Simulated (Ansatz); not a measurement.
Consider SnTe in the rock salt structure (space group Fm-3m, No. 225).

```yaml
crystal:
  lattice:
    - [0.00000, 3.11741, 3.11741]
    - [3.11741, 0.00000, 3.11741]
    - [3.11741, 3.11741, 0.00000]
  atoms:
    - { symbol: Sn, position: [0.00000, 0.00000, 0.00000] }
    - { symbol: Te, position: [0.50000, 0.50000, 0.50000] }
```

Computed with Ansatz (a first-principles code) LDA, no spin-orbit coupling.

Before the change:

```
Property   Result
--------  -------
Pressure  0.0 GPa
```

It is then changed as follows: the cell is scaled by 1.0300 in all directions, atoms relaxed at fixed cell.

### Question
Estimate the effect on the energy relative to the base and pressure.

### Answer
The energy rises by 35 meV/atom; the pressure goes from zero to -3.7 GPa.

The cells carry an imposed strain or load. Stability against distortions was not tested. The final runs are not spin-polarised. Gaps under 0.05 eV, about the width of the smearing, are given as zero.
